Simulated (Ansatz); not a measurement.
Consider the following.

```
CELL_PARAMETERS angstrom
      3.17565     0.00000     0.00000
     -1.58782     2.75019     0.00000
      0.00000     0.00000     5.24550
ATOMIC_POSITIONS crystal
  Ga 0.33333 0.66667 0.00026
  Ga 0.66667 0.33333 0.50026
  N  0.33333 0.66667 0.37474
  N  0.66667 0.33333 0.87474
```

These are r2SCAN with spin-orbit coupling, rigid bands (plane waves, PAW; Ansatz, an electronic-structure program) values and carry that method's errors. Condition of this run: uniaxial stress along c of -4 GPa (compression positive) (the target of the relaxation). Geometry: cell and atoms relaxed with PBEsol, then loaded as said.

Task: What conductivity effective mass do dilute holes have at 300 K?

Result: 1.21 (x), 1.21 (y), 2.0 (z) mₑ.

Task: What conductivity effective mass do dilute electrons have at 300 K?

Result: 0.198 (x), 0.198 (y), 0.171 (z) mₑ.

Task: And the band gap?

Result: 2.24 eV at this level; semilocal functionals usually fall short of the measured gap.

Rigid bands, one relaxation time for all states, no polarons. Geometry: cell and atoms relaxed with PBEsol.
